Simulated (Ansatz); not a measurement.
Base system: CdTe in the zinc blende structure (space group F-43m, No. 216; a = 6.558 Å). Axes: x, y, z lie along the cube axes.

Computed with r2SCAN (Ansatz, a program for electronic structure, PAW, scalar-relativistic without spin-orbit coupling).

For the base:

- Band gap = 1.17 eV
- Pressure = 0.00 GPa

Perturbation: uniaxial strain ε_zz = +3.00 %, all other strain components held at zero; the atoms relax in the strained cell.

Question: Estimate the effect on the band gap.

Answer: The band gap shrinks by 0.130 eV (1.17 eV → 1.03 eV).

Question: Estimate the effect on the energy relative to the base.

Answer: The energy goes up by 5.0 meV/atom.

Question: Estimate the effect on the pressure.

Answer: The pressure (mean of the normal stresses, compression positive) goes from zero to -1.13 GPa.

Spin-orbit coupling, missing from the scalar runs, can matter with Te. No phonon test of stability was made.
